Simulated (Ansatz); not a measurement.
What In → Sb does to InPd

Consider InPd in the CsCl type structure (space group Pm-3m, No. 221; a = 3.2469 Å).

The change: every In is replaced by Sb, then cell and atoms are relaxed.

The values are results of PBEsol, PAW, 420 eV (Ansatz, a first-principles code; spin-orbit coupling left out), not measurements. Γ-centred 14×14×14 mesh, Fermi–Dirac width 0.05 eV.

| quantity | base | changed | shift |
|---|---|---|---|
| volume per atom | 17.12 Å³ | 18.94 Å³ | +1.82 Å³ |
| density | 10.73 g/cm³ | 10.00 g/cm³ | -0.73 g/cm³ |
| lattice parameter a | 3.247 Å | 3.358 Å | +0.111 Å |
| shortest interatomic distance | 2.812 Å | 2.908 Å | +0.0965 Å |
| band gap | zero | zero | – |

Final structure:

```
CELL_PARAMETERS angstrom
      3.35842     0.00000     0.00000
      0.00000     3.35842     0.00000
      0.00000     0.00000     3.35842
ATOMIC_POSITIONS crystal
  Sb 0.00000 0.00000 0.00000
  Pd 0.50000 0.50000 0.50000
```

Whether these cells are dynamically stable was not tested. As relaxed here, PdSb is a hypothetical phase, not in the database extracts checked. All final runs are without spin polarisation. An odd electron count without spin: PdSb and InPd.
